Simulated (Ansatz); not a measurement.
We look at the formation energy of the neutral In_Ga in GaN (wurtzite, P6₃mc). Reaction: 64 GaN (wurtzite) + In (I4/mmm) → cell A + Ga (Cmce).

Cell A: a supercell of 128 sites of GaN (wurtzite, P6₃mc) with In on a Ga site (4 N at 2.12–2.13 Å); spin state with PBE: run without spin, k-point mesh 2×2×2.
```
CELL_PARAMETERS angstrom
     12.87354     0.00000     0.00000
     -6.43677    11.14881     0.00000
      0.00000     0.00000    10.48626
ATOMIC_POSITIONS crystal
  Ga 0.08257 0.16689 0.00027
  Ga 0.16397 0.08186 0.24735
  N  0.08245 0.16713 0.18779
  N  0.15324 0.07650 0.43353
  Ga 0.08012 0.16592 0.50004
  Ga 0.16489 0.08232 0.75389
  N  0.08312 0.16630 0.68864
  N  0.16554 0.08265 0.94151
  Ga 0.08320 0.41655 0.00007
  Ga 0.16645 0.33330 0.25029
  N  0.08318 0.41657 0.18841
  N  0.16662 0.33313 0.43881
  Ga 0.08313 0.41662 0.50001
  Ga 0.16656 0.33319 0.74982
  N  0.08322 0.41653 0.68830
  N  0.16647 0.33328 0.93801
  Ga 0.08320 0.66641 0.00007
  Ga 0.16656 0.58315 0.24994
  N  0.08318 0.66636 0.18841
  N  0.16651 0.58313 0.43833
  Ga 0.08313 0.66625 0.50001
  Ga 0.16649 0.58312 0.75012
  N  0.08322 0.66644 0.68830
  N  0.16652 0.58314 0.93838
  Ga 0.08257 0.91543 0.00027
  Ga 0.16645 0.83289 0.25029
  N  0.08246 0.91507 0.18779
  N  0.16662 0.83324 0.43882
  Ga 0.08012 0.91394 0.50004
  Ga 0.16656 0.83312 0.74983
  N  0.08313 0.91657 0.68865
  N  0.16647 0.83294 0.93801
  Ga 0.33325 0.16650 0.00099
  Ga 0.41789 0.08186 0.24735
  N  0.33325 0.16650 0.19069
  N  0.42326 0.07650 0.43353
  In 0.33325 0.16650 0.49976
  Ga 0.41743 0.08232 0.75389
  N  0.33325 0.16650 0.70336
  N  0.41710 0.08265 0.94151
  Ga 0.33286 0.41718 0.00027
  Ga 0.41789 0.33578 0.24735
  N  0.33262 0.41729 0.18779
  N  0.42326 0.34651 0.43353
  Ga 0.33383 0.41963 0.50004
  Ga 0.41743 0.33486 0.75389
  N  0.33345 0.41663 0.68865
  N  0.41710 0.33420 0.94151
  Ga 0.33320 0.66648 0.99991
  Ga 0.41658 0.58363 0.25008
  N  0.33308 0.66642 0.18804
  N  0.41694 0.58511 0.43822
  Ga 0.33306 0.66640 0.50025
  Ga 0.41671 0.58348 0.75010
  N  0.33305 0.66640 0.68852
  N  0.41673 0.58350 0.93821
  Ga 0.33286 0.91543 0.00027
  Ga 0.41658 0.83271 0.25008
  N  0.33262 0.91507 0.18779
  N  0.41694 0.83159 0.43822
  Ga 0.33383 0.91394 0.50004
  Ga 0.41671 0.83297 0.75010
  N  0.33345 0.91657 0.68865
  N  0.41673 0.83298 0.93820
  Ga 0.58432 0.16689 0.00027
  Ga 0.66704 0.08317 0.25008
  N  0.58468 0.16713 0.18779
  N  0.66816 0.08281 0.43822
  Ga 0.58581 0.16592 0.50004
  Ga 0.66677 0.08304 0.75010
  N  0.58318 0.16630 0.68864
  N  0.66677 0.08302 0.93820
  Ga 0.58432 0.41718 0.00027
  Ga 0.66686 0.33330 0.25029
  N  0.58468 0.41729 0.18779
  N  0.66651 0.33313 0.43881
  Ga 0.58580 0.41963 0.50004
  Ga 0.66663 0.33319 0.74982
  N  0.58318 0.41663 0.68865
  N  0.66681 0.33328 0.93801
  Ga 0.58328 0.66656 0.00005
  Ga 0.66704 0.58363 0.25008
  N  0.58324 0.66648 0.18835
  N  0.66816 0.58511 0.43822
  Ga 0.58347 0.66694 0.49984
  Ga 0.66678 0.58348 0.75010
  N  0.58328 0.66657 0.68825
  N  0.66677 0.58350 0.93821
  Ga 0.58328 0.91647 0.00006
  Ga 0.66658 0.83317 0.24996
  N  0.58324 0.91651 0.18835
  N  0.66658 0.83317 0.43815
  Ga 0.58347 0.91628 0.49984
  Ga 0.66658 0.83317 0.75004
  N  0.58328 0.91647 0.68825
  N  0.66658 0.83317 0.93836
  Ga 0.83327 0.16655 0.99991
  Ga 0.91613 0.08317 0.25008
  N  0.83333 0.16667 0.18804
  N  0.91464 0.08281 0.43822
  Ga 0.83335 0.16669 0.50025
  Ga 0.91627 0.08304 0.75010
  N  0.83335 0.16670 0.68852
  N  0.91625 0.08302 0.93820
  Ga 0.83334 0.41655 0.00007
  Ga 0.91660 0.33319 0.24994
  N  0.83339 0.41657 0.18841
  N  0.91662 0.33324 0.43833
  Ga 0.83350 0.41662 0.50001
  Ga 0.91663 0.33326 0.75012
  N  0.83331 0.41653 0.68830
  N  0.91661 0.33323 0.93838
  Ga 0.83327 0.66648 0.99991
  Ga 0.91660 0.58315 0.24994
  N  0.83333 0.66642 0.18804
  N  0.91662 0.58313 0.43833
  Ga 0.83335 0.66640 0.50025
  Ga 0.91663 0.58312 0.75012
  N  0.83335 0.66640 0.68852
  N  0.91661 0.58314 0.93838
  Ga 0.83318 0.91647 0.00006
  Ga 0.91613 0.83271 0.25008
  N  0.83327 0.91651 0.18835
  N  0.91464 0.83159 0.43822
  Ga 0.83280 0.91628 0.49984
  Ga 0.91627 0.83297 0.75010
  N  0.83318 0.91647 0.68825
  N  0.91625 0.83298 0.93820
```

Reference: Ga (Cmce), 4 atoms in the cell, k-point mesh 16×16×14 on the run's own vectors. Conventional cell: a = 4.591 Å, b = 7.735 Å, c = 4.577 Å, α = β = γ = 90.00°.

Reference: GaN (wurtzite, P6₃mc), 128 atoms in the cell, the relaxed perfect crystal repeated, atoms not moved again, k-point mesh 2×2×2 on the run's own vectors.

Reference: In (I4/mmm), 1 atom in the cell, k-point mesh 24×24×24 on the run's own vectors. Conventional cell: a = 3.417 Å, b = 3.417 Å, c = 4.717 Å, α = 90.00°, β = 90.00°, γ = 90.00°.

Computed with Ansatz (plane waves, PAW), its default PAW set, cutoff 420 eV. The structures are at rest with PBE, within the held lattices. Neutral cells; Fermi-Dirac smearing of at most 0.10 eV in the solids, energies taken to zero width. Larger cells are relaxed from a start prepared with the learned potential CHGNet till forces fall under 0.03 eV/Å, which some starts already meet. A dispersion term (D3(BJ), or D4 for r2SCAN) was computed beside these levels and is taken off wherever the name lacks it. Space groups of crystals are read within 0.01 Å. No zero-point or thermal terms. The structures are the rest points that the relaxations reached, not proven lowest. Spin-orbit coupling is left out. No correction for cell size. Mesh and cell size may move defect energies by 0.1 eV or more. The value holds for the reservoirs listed; other chemical potentials shift it. Cell A has symmetry P3m1 within 0.02 Å and got no random move, so less symmetric positions, which may lie lower, weren't tried.

**Question.** Give the value at the level PBE.

**Answer.** 1.52 eV, for 64 GaN (wurtzite) + In (I4/mmm) → cell A + Ga (Cmce).

Ansatz is a quantum-chemistry and plane-wave program.
